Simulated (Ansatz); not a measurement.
Effect of biaxial strain −0.52 %, plane normal [001], relaxed out of plane on CoSn

Start from CoSn (space group P6/mmm, No. 191; a = 5.294 Å, c = 4.235 Å; non-magnetic). Axes: x lies along a and z along c of the hexagonal cell.

One thing is altered: compressive biaxial strain of 0.52 % in the plane normal to [001], as in epitaxy on a mismatched substrate; the out-of-plane cell vector and the atoms relax.

Method: Kohn–Sham DFT with the PBE functional, run in Ansatz (a quantum-chemistry and plane-wave program) with PAW and 420 eV plane waves, no SOC. Settings: 10×10×11 k-points, 0.05 eV Fermi–Dirac smearing.

| quantity | base | changed | shift |
|---|---|---|---|
| space group | P6/mmm (No. 191) | P6/mmm (No. 191) | – |
| shortest interatomic distance | 2.612 Å | 2.612 Å | 0.000 Å |
| pressure (mean of the normal stresses, compression positive) | 0.0 GPa | 1.0 GPa | +1.0 GPa |
| band gap | zero | zero | – |
| out-of-plane strain (rough) | – | +0.27 % | – |
| mean in-plane stress (compression positive) (rough) | – | +1.5 GPa | – |

Final structure (turned so that z lies along the plane normal):

```xyz
6
Lattice="5.2665 0.0000 0.0000 2.6332 4.5609 0.0000 0.0000 0.0000 4.2467" Properties=species:S:1:pos:R:3 pbc="T T T"
Co     3.9498     2.2804     0.0000
Co     2.6332     0.0000     0.0000
Co     1.3166     2.2804     0.0000
Sn     0.0000     0.0000     0.0000
Sn     2.6332     1.5203     2.1234
Sn     5.2665     3.0406     2.1234
```

Cost of the whole job for the changed cell (relaxation, final SCF and bands): very roughly 2.8 core-minutes.

Without a gap, meshes like the base's 10×10×11 leave anisotropic stresses uncertain by several tenths of a GPa, and small strain energies with them. Whether these cells are dynamically stable was not tested. Starting moments died away, wholly or in part, for the base; another magnetic solution may exist. The final runs are not spin-polarised.
